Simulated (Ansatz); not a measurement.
Input and output of a self-consistent single point for Ti (P6_3/mmc, 2 atoms in the cell) (Ansatz, an electronic-structure program).

Computed with PBEsol, default PAW files made with PBE (plane waves; Ansatz).

```yaml
crystal:
  lattice:
    - [2.87848, 0.00000, 0.00000]
    - [-1.43924, 2.49284, 0.00000]
    - [0.00000, 0.00000, 4.55036]
  atoms:
    - { symbol: Ti, position: [0.33333, 0.66667, 0.25000] }
    - { symbol: Ti, position: [0.66667, 0.33333, 0.75000] }
```

Reference input (self-consistent single point, DFT, PBE, plane waves, default PAW files): kpoints.mp_grid.grid = 13 13 7; hamiltonian.xc = pbe; hamiltonian.pseudopotentials = {kind: paw} (the program's default PAW files); scf.occupations.method = cold; scf.occupations.width = 0.05 eV. This run's input differs from it in these lines:

Ansatz 0.2 input:
```diff
@@ -12,3 +12,3 @@
 hamiltonian:
-  xc: pbe
+  xc: pbesol
   pseudopotentials: { kind: paw }
```

Log, with long lists cut:

```
SCF iter   1: F=—  HF=-4947.790512 eV  |F-HF|=—  |Δ(HF+E_count)|=         —  Δρ=8.69e-3  dr2=1.87e-2  ethr=1.77e-3  ⟨swp⟩=4.2  Hψ=5523  notcnv=0
all-band conjugate gradients solve this SCF's bands
preconditioner: auto → none
SCF iter   2: F=—  HF=-4947.785080 eV  |F-HF|=—  |Δ(HF+E_count)|=   5.43e-3  S|Δr|=    0.00e0  Δρ=3.96e-3  dr2=3.99e-3  ethr=7.77e-5  ⟨swp⟩=2.1  Hψ=2394  notcnv=0  defer=10
SCF iter   3: F=—  HF=-4947.783933 eV  |F-HF|=—  |Δ(HF+E_count)|=   1.15e-3  S|Δr|=    0.00e0  Δρ=3.63e-4  dr2=1.32e-5  ethr=1.66e-5  ⟨swp⟩=3.0  Hψ=2575  notcnv=0  defer=10
SCF iter   4: F=—  HF=-4947.783909 eV  |F-HF|=—  |Δ(HF+E_count)|=   2.43e-5  S|Δr|=    0.00e0  Δρ=3.80e-5  dr2=1.48e-7  ethr=5.49e-8  ⟨swp⟩=2.0  Hψ=2189  notcnv=0  defer=10
SCF iter   5: F=-4947.783909 eV  HF=-4947.783909 eV  |F-HF|=3.78e-9  |Δ(HF+E_count)|=   2.35e-7  S|Δr|=    0.00e0  Δρ=5.31e-6  dr2=5.13e-9  ethr=4.17e-10  ⟨swp⟩=4.6  Hψ=5131  notcnv=0
SCF 1 converged in 5 iterations: F = -4947.783909 eV  dr2 = 5.13e-9
Stability not checked (fill_not_monotonic)
Free energy (F): -4947.783909 eV
Internal energy: -4947.782979 eV  (E = F + TS)
E sigma→0 (E₀):  -4947.783599 eV
Entropy (-TS):   -0.000930 eV (-0.465 meV/atom)
Fermi energy:    14.286186 eV
--- Forces (eV/Å), atoms counted from 1 ---
  atom   1  Ti     0.00000000    -0.00000000     0.00000000
  atom   2  Ti    -0.00000000     0.00000000     0.00000000
--- Stress (GPa, compression-positive) ---
        2.806329      -0.000000       0.000000
        0.000000       2.806329       0.000000
        0.000000       0.000000       3.476655
  P = ⅓ Tr σ = 3.0298 GPa (30.298 kbar)
  The stress holds the Pulay correction. Without it, at fixed plane waves, as pw.x and ABINIT print it: P = 3.0185 GPa
```

The run converged in 5 iterations. Against the reference run the pressure goes from 7.95 to 3.03 GPa.

The starting cell comes from a database of computed structures (which also holds hypothetical and non-ambient phases and stackings), without a prior relaxation at this level. Its lattice was rescaled by a random factor within 2.5 % of one. Spin polarisation is off. With a pressure of about 3 GPa the cell is away from its equilibrium volume at this level. Ansatz's pressure includes its estimate of the finite-basis (Pulay) stress.
